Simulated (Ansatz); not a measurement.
The parent structure is La₂O₃ (space group P-3m1, No. 164).

```yaml
crystal:
  lattice:
    - [3.94042, 0.00000, 0.00000]
    - [-1.97021, 3.41251, 0.00000]
    - [0.00000, 0.00000, 6.18831]
  atoms:
    - { symbol: La, position: [0.33333, 0.66667, 0.24738] }
    - { symbol: La, position: [0.66667, 0.33333, 0.75262] }
    - { symbol: O, position: [0.00000, 0.00000, 0.00000] }
    - { symbol: O, position: [0.33333, 0.66667, 0.64529] }
    - { symbol: O, position: [0.66667, 0.33333, 0.35471] }
```

Cartesian axes are those of the cell as printed.

The values are results of Ansatz (a program for electronic structure), PBE, PAW, cutoff 420 eV, spin-orbit coupling left out, earlier PAW set, not measurements.

Perturbation: the cell is scaled by 1.0084 in all directions, atoms relaxed at fixed cell.

Q: Predict the stress tensor and what it implies for the stiffness.

A: Stress of the strained cell less that of the base (GPa, compression positive):
```
  -3.10    0.00    0.00
   0.00   -3.10    0.00
   0.00    0.00   -2.26
```

Then B = −ΔP/(ΔV/V₀) with ΔV/V₀ = 0.0254 gives secant stiffness values (nonlinear terms included at this strain): B (at held cell shape, above the free-shape value) ≈ 111 GPa.

Whether these cells are dynamically stable was not tested.
